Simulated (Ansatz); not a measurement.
**Hf, response to strain**

Consider Hf in the hcp (Mg type) structure (space group P6_3/mmc, No. 194; a = 3.198 Å, c = 5.049 Å; relaxed with 0.1 eV smearing).

Strains are applied to the cell and any free atomic positions relax.

Calculations: r2SCAN (Ansatz, a quantum-chemistry and plane-wave program, PAW, spin-orbit coupling left out).

Notes on the quantities. energy relative to the base: free energy F; pressure: mean of the normal stresses, compression positive.

| variant | energy relative to the base | volume per atom | pressure |
|---|---|---|---|
| base | 0 meV/atom | 22.36 Å³ | 0.0 GPa |
| isotropic strain +0.50 % | +1.7 meV/atom | 22.70 Å³ | -1.6 GPa |
| isotropic strain +1.00 % | +6.8 meV/atom | 23.04 Å³ | (withheld) |
| isotropic strain +1.50 % | (withheld) | 23.38 Å³ | (withheld) |
| isotropic strain +2.00 % | +26 meV/atom | 23.73 Å³ | -5.9 GPa |
| isotropic strain +2.50 % | (withheld) | 24.08 Å³ | -7.2 GPa |
| isotropic strain +3.00 % | +58 meV/atom | 24.44 Å³ | -8.4 GPa |

Fill in the withheld entries from the trend.


- isotropic strain +1.00 %, pressure: -3.1 GPa
- isotropic strain +1.50 %, energy relative to the base: +15 meV/atom
- isotropic strain +1.50 %, pressure: -4.6 GPa
- isotropic strain +2.50 %, energy relative to the base: +41 meV/atom

Whether these cells are dynamically stable was not tested. The final runs are not spin-polarised.
